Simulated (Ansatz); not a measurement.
Base system: GaP in the zinc blende structure (space group F-43m, No. 216; a = 5.451 Å).

All numbers come from r2SCAN (Ansatz, a first-principles code), scalar-relativistic without spin-orbit coupling.

One change was made to it. Results:

The band gap shrinks by 0.44 eV to 1.41 eV; the lattice parameter a falls by 0.915 Å, from 5.451 Å to 4.536 Å.

### Question
Which of these changes matches the shifts?
A. P → As
B. Ga → B
C. P → C

### Answer
B, Ga → B. For comparison, the band gap in the other runs: P → As gives 0.96 eV; P → C gives zero.

No phonon test of stability was made. As relaxed here, GaC is a hypothetical phase, not in the database extracts checked. The final runs are not spin-polarised. An odd electron count without spin: GaC.
